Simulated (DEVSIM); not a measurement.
System: W/SiO2/n-InP capacitor, at 300 K.

| layer (left to right) | material | thickness (nm) | Nd (cm⁻³) |
|---|---|---|---|
| 1 | SiO2 | 45.0 | - |
| 2 | InP | 20000 | 1e15 |

Metal gate on the left, work function 4.6 eV. Fixed charge at the semiconductor interface -2.9e10 cm⁻² (in units of +e); interface traps 5.3e11 cm⁻² eV⁻¹, uniform in energy, neutral level at 0.3 of the gap above the valence band.

The device is made up for the run: typed textbook-type constants, with dimensions and the other settings drawn at random. Values at 300 K.

| parameter | SiO2 | InP |
|---|---|---|
| gap (eV) | 9 | 1.344 |
| affinity (eV) | 0.9 | 4.38 |
| permittivity | 3.9 | 12.5 |
| Nc (cm⁻³) | - | 5.7e17 |
| Nv (cm⁻³) | - | 1.1e19 |

Model (solved in DEVSIM): 1D Poisson equation in equilibrium, Boltzmann statistics, complete ionisation; no quantum confinement or tunnelling. Metal contacts follow the ideal Schottky-Mott rule: no Fermi-level pinning, no interface dipoles.

The SiO2 thickness was swept, all else fixed.

```tsv
SiO2 thickness (μm)	capacitance of the dielectric stack (μF/cm²)	minimum of the low-frequency capacitance (μF/cm²)	flat-band voltage (V)
0.018	0.192	0.0639	0.42
0.025	0.138	0.0566	0.57
0.032	0.108	0.0508	0.71
0.038	0.0909	…	0.83
0.045	0.0767	0.0426	0.98
0.054	0.0639	0.0383	1.16
```

Problem. What belongs in the gaps?

Solution. 
- 0.038, minimum of the low-frequency capacitance (μF/cm²): 0.0466
